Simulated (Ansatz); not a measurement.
Sc: Sc → Ta

The parent structure is Sc in the hcp (Mg type) structure (space group P6_3/mmc, No. 194; a = 3.329 Å, c = 5.192 Å).

Now apply this change: every Sc is replaced by Ta; the structure is relaxed again.

Calculations: r2SCAN/PAW in Ansatz (an electronic-structure program), scalar-relativistic without spin-orbit coupling. k-mesh 18×18×9 (Γ-centred); smearing 0.05 eV (Fermi–Dirac), for the changed cell.

```tsv
quantity	base	changed	shift
volume per atom	24.92 Å³	18.48 Å³	-6.44 Å³
density	3.00 g/cm³	16.26 g/cm³	+13.26 g/cm³
lattice parameter a	3.329 Å	2.887 Å	-0.442 Å
c/a ratio	1.559	1.773	+0.214
space group	P6_3/mmc (No. 194)	P6_3/mmc (No. 194)	–
band gap	zero	zero	–
```

Whether these cells are dynamically stable was not tested. For Ta in this form, whether it has been made was not checked. All final runs are without spin polarisation. This is not the structure that Ta has at room temperature and ambient pressure.
